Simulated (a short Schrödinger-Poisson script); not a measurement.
Symmetric double-gate stack, SiO2 on p-type Si(100)

Stack: symmetric double-gate stack, SiO2 on p-type Si(100), at 300 K.

```tsv
layer	material	thickness (nm)	Na (cm⁻³)
1	SiO2	1.3	-
2	Si	2	4e16
3	SiO2	1.3	-
```

The device is made up for the run: typed textbook-type constants, with dimensions and the other settings drawn at random. SiO2: permittivity 3.9, conduction-band edge (eV) 3.15, gap (eV) 9, electron mass (mₑ) 0.5. Si: permittivity 11.7, conduction-band edge (eV) 0, gap (eV) 1.124, Nv at 300 K (cm⁻³) 3.1e19.

Channel valleys (confinement mass, in-plane density-of-states mass, number): Δ2 0.916, 0.19, 2; Δ4 0.19, 0.417, 4. At the gates, both at one voltage, the conduction-band edge of layer 1 lies 3.74 eV − eVg above the Fermi level of the channel. Gaps are held at their typed values at every temperature. Mesh 0.03 nm at interfaces.

Solved with a short Schrödinger-Poisson script written for these runs: 1D Poisson equation in equilibrium, electrons quantum, Hartree (BenDaniel-Duke, 12 states a valley, the channel's in-plane mass for all, wave functions free to enter the dielectric), parabolic valleys, classical holes, full ionisation, no traps, pinning or gate leakage.

```csv
Vg (V),electrons (cm⁻²),C (μF/cm²),Δ2 E0 (meV),Δ2 E1 (meV),Δ4 E0 (meV),Δ4 E1 (meV)
0.3,1.89e6,< 0.003,377.4,637.1,544.0,1340.8
0.35,1.31e7,< 0.003,327.4,587.1,494.0,1290.8
0.4,9.04e7,< 0.003,277.4,537.1,444.0,1240.8
0.45,6.25e8,0.00394,227.4,487.1,394.0,1190.8
0.5,4.30e9,0.0270,177.5,437.2,344.1,1140.9
0.55,2.87e10,0.174,128.4,388.0,294.9,1091.7
0.6,1.63e11,0.829,83.0,342.5,249.5,1046.1
0.65,6.00e11,2.00,48.0,307.0,214.3,1010.2
0.7,1.36e12,2.84,24.3,282.5,190.2,984.9
0.75,2.33e12,3.28,7.3,264.5,172.8,966.0
0.8,3.39e12,3.53,-6.0,249.9,158.9,950.5
0.85,4.52e12,3.67,-17.4,237.4,147.0,936.9
0.9,5.68e12,3.77,-27.5,226.0,136.4,924.4
0.95,6.86e12,3.83,-36.8,215.4,126.5,912.8
1,8.07e12,3.88,-45.5,205.5,117.3,901.7
1.05,9.29e12,3.92,-53.7,196.0,108.5,891.1
1.1,1.05e13,3.96,-61.6,186.8,100.1,880.8
1.15,1.18e13,3.99,-69.1,178.0,92.0,870.8
1.2,1.30e13,4.03,-76.3,169.5,84.2,861.2
1.25,1.43e13,4.06,-83.2,161.4,76.8,851.9
1.3,1.55e13,4.10,-89.7,153.6,69.8,843.0
```

Subbands count from the Fermi level. The capacitance is that of both gates.
